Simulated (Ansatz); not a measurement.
Input:

End structure of C on the 1x1 (0001) surface of hcp Co, ferromagnetic, one in a 1x1 cell, started at the site 'hollow Co-Co-Co':

```yaml
crystal:
  lattice:
    - [2.49292, 0.00000, 0.00000]
    - [-1.24646, 2.15893, 0.00000]
    - [0.00000, 0.00000, 25.50000]
  atoms:
    - { symbol: Co, position: [0.66667, 0.33333, 0.38286] }
    - { symbol: Co, position: [0.33333, 0.66667, 0.45946] }
    - { symbol: Co, position: [0.66667, 0.33333, 0.53847] }
    - { symbol: Co, position: [0.33333, 0.66667, 0.62428] }
    - { symbol: C, position: [0.00000, 0.00000, 0.66508] }
```

Set-up: 5 atoms, 6.0 Å thick at the start under the adsorbate (thin: gaps and levels are the slab's own); mesh 14x14x1; 0.1 eV smearing; dipole correction on; 2 atoms held, the rest relaxed; held to the start's symmetry, so lower structures may exist; spin-polarised, no spin-orbit, no U, no dispersion correction. At the end it is bonded to 3 Co. In PBE this state lies 0.06 eV over the lowest of the starts that converged ('bridge Co-Co (span 2.5 Å)').

A negative adsorption energy means that the adsorbate is more stable on the surface than in its reference.

What is the computed change of the work function (PBE (Ansatz, a first-principles code))?

0.52 eV

Estimate the change of the step from the bottom to the top vacuum level, against the clean slab that PBE returns for this input.

0.54 eV

What is the computed adsorption energy against an atom of graphite (PBE)?

2.39 eV

What is the computed work function of the top face (PBE)?

5.49 eV
